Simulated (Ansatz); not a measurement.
Take Mg2Ge in the anti-fluorite structure (space group Fm-3m, No. 225; a = 6.364 Å) as the base. Axes: x, y, z lie along the cube axes.

The values are results of plane-wave PAW DFT at the PBEsol level (Ansatz, a first-principles code, 420 eV), scalar-relativistic without spin-orbit coupling, not measurements.

Before the change:

The pressure is 0.0 GPa. The band gap is 0.08 eV. The shortest interatomic distance is 2.756 Å.

Modification: compressive biaxial strain of 2.00 % in the plane normal to [001], as in epitaxy on a mismatched substrate; the out-of-plane cell vector and the atoms relax.

How does this affect the pressure?

The pressure (mean of the normal stresses, compression positive) goes from zero to 1.8 GPa.

What does the calculation give for the energy relative to the base after the change?

The energy rises by 7.0 meV/atom.

How does this affect the band gap?

The band gap becomes zero (base: 0.08 eV).

Predict the new shortest interatomic distance.

The shortest interatomic distance drops by 0.029 Å, from 2.756 Å to 2.727 Å.

Stability against distortions was not tested. All final runs are without spin polarisation. The zero or small gap of Mg2Ge can change with the level of theory.
